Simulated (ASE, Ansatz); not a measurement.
A thermal frame of composition TiSi, cell Ti24Si24, held well above this temperature first, at a temperature that wasn't checked against the liquidus, so perhaps supercooled [in the CHGNet run: it was liquid; mean temperature 1994 K (target 2000 K); density 3.71 g/cm³, volume +6 % from the start cell's; mean pressure -1.0 GPa against a target of 0], from MD with the machine-learned potential CHGNet 0.3.0 in ASE at 2000 K. The numbers are results of LDA (plane waves, PAW; Ansatz, an electronic-structure program), not measurements.

```yaml
plane_wave_cutoff: 420 eV
k-points: one point, (1/4, 1/4, 1/4)
Fermi-Dirac width: 0.172 eV
spin: not polarised; no spin-orbit coupling
```

A check of the k-sampling: on the last frame of the same run a denser mesh moved the PBE forces by 0.051 eV/Å rms, the static pressure by 0.06 GPa and the free energy by 0 meV/atom.

```xyz
48
Lattice="9.3444 0.0000 0.0000 0.0000 9.3444 0.0000 0.0000 0.0000 9.3444" Properties=species:S:1:pos:R:3:forces:R:3 pbc="T T T"
Ti    2.9849    7.0084    1.7283  -0.216   0.573  -0.228
Ti    3.6474    5.6033    4.6625  -0.614   0.713  -1.226
Ti    1.1872   -2.1092    6.1235  -0.821   0.315  -0.433
Ti    6.9286    2.6070    5.0398   0.041   0.189  -0.500
Ti    7.5247    5.0212    9.0332  -0.356   0.720   0.845
Ti    9.4933    2.6748    7.1229   2.510   0.203  -1.244
Ti    3.3580    3.2907    6.7411   0.255  -0.252  -1.397
Ti    2.6961    8.4067    4.3274   1.017   0.682  -0.300
Ti    2.2045    1.8993    1.7229   0.139  -0.349   1.419
Ti    5.1518    7.5794   -0.0307  -0.967  -0.554  -1.262
Ti    5.3600    2.2496   -0.0375  -0.346  -0.319  -0.133
Ti    6.7043    0.9505    2.7980   0.191  -0.118   0.287
Ti    8.3832    2.5189    0.6536  -1.269  -0.215  -0.751
Ti    9.1458   -1.5584   -0.5953  -0.266  -0.686  -0.593
Ti    7.4248    6.9212    1.5682   0.513  -0.640   0.342
Ti    6.7197    0.8701    7.1624   0.023  -1.513   0.756
Ti    5.8843    5.0850    6.2735   0.650   0.501  -0.102
Ti    5.6750   -1.4770    4.9706  -0.066  -0.065   0.848
Ti   11.7586   -0.8391   -0.6446  -0.178   0.370  -0.390
Ti    4.4217    3.2596    3.8725   0.518  -0.574  -0.032
Ti    0.0569   -0.2307    1.7381  -0.038  -0.663   1.107
Ti    4.9583    4.7486    1.5856   1.947   0.925  -0.331
Ti    1.4696    5.3785    8.4508   0.743  -0.507  -1.488
Ti    0.1138    0.3770    4.5621   0.820   1.173   0.496
Si    4.7594    0.9006    5.2196   0.662   1.696  -1.549
Si    6.1904    5.6356    3.7745  -0.805  -0.757  -0.069
Si    9.7753   10.3337   -0.4241   1.360  -1.424  -0.412
Si   -2.4020    7.2644   -1.7265  -1.625  -0.364   0.465
Si    4.5139    4.9075    8.3388   0.238  -0.216   1.481
Si    2.0722    0.9211    6.2892  -0.420  -1.503   1.365
Si   10.7368    4.4773    5.5092   0.477   0.286   0.843
Si    5.2681    7.7430    2.4492  -0.876   0.162   0.997
Si    7.2751    3.2280   -1.8767  -2.101   0.094   0.749
Si    2.7187    4.4808    2.2113  -1.103  -0.664   0.560
Si    4.3288    9.1464    7.1253  -0.264  -0.172   1.334
Si    9.4738    2.3724    2.9035  -2.065  -0.561   0.655
Si    3.9154    0.2122    1.2646   0.581  -0.716   0.302
Si    7.9464    8.3739    5.9773   1.391   0.365   0.195
Si    7.6531    4.2107    2.3069  -0.518  -0.210  -0.418
Si    0.7754   -3.2277    1.2927  -2.536   0.918  -0.267
Si   -0.7873    5.7206    6.9022   1.331  -0.373  -0.304
Si    2.2394   12.0468   -0.4477   0.107   0.662  -1.333
Si    7.0723    9.1732    9.8994   0.464   1.751  -0.697
Si    1.3708   -3.1015    3.6265  -0.126   0.350   0.579
Si    3.5495    6.7574   -2.3994   0.625  -0.093   0.008
Si   11.4161    2.2110    4.3812   0.259   0.123  -0.580
Si   -0.7849    4.8909    4.4209   0.260   0.344   0.882
Si   -1.2144   -1.6541    3.7941   0.455   0.391  -0.474
```

| Quantity | Value |
|---|---|
| free energy on this k-sampling (the code's own zero, frozen cores included) | -73421.3 eV |
| static pressure (no kinetic part) | -8.10 GPa |
| rms force component | 0.842 eV/Å |
| largest force | 2.81 eV/Å on atom 6 |
